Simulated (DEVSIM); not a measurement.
Structure: abrupt Si p-n junction, at 300 K.

| layer (left to right) | material | thickness (μm) | Nd (cm⁻³) | Na (cm⁻³) | τn (s) | τp (s) |
|---|---|---|---|---|---|---|
| 1 | Si | 4.70 | - | 9.4e16 | 2.5e-5 | 2.5e-5 |
| 2 | Si | 92.0 | 4.1e16 | - | 2.5e-5 | 2.5e-5 |

Left contact: ohmic. Right contact: ohmic. Voltage is applied to the left contact. Recombination: SRH at mid-gap, radiative. Mobility is constant in doping.

Constants are typed, rounded textbook-type inputs, not results; the design itself was drawn at random and stands for no fabricated device. Values at 300 K.

| parameter | Si |
|---|---|
| gap (eV) | 1.124 |
| affinity (eV) | 4.05 |
| permittivity | 11.7 |
| Nc (cm⁻³) | 2.86e19 |
| Nv (cm⁻³) | 3.1e19 |
| μn (cm²/Vs) | 1417 |
| μp (cm²/Vs) | 470 |
| B (cm³/s) | 4.7e-15 |

DEVSIM, 1D drift-diffusion, Boltzmann statistics, complete ionisation; no tunnelling, impact ionisation, image-force lowering or self-heating.

The thickness of layer 2 was swept, all else fixed.

| thickness of layer 2 (μm) | dark forward voltage at 100 A/cm² (V) | dark forward voltage at 1 A/cm² (V) |
|---|---|---|
| 18 | ? | 0.639 |
| 32 | 0.788 | 0.641 |
| 55 | 0.807 | 0.642 |
| 92 | 0.838 | 0.643 |
| 160 | 0.892 | 0.645 |
| 280 | 0.988 | 0.646 |
| 460 | 1.138 | 0.648 |

Question: Fill in the missing entries.

Answer: 
- 18, dark forward voltage at 100 A/cm² (V): 0.775
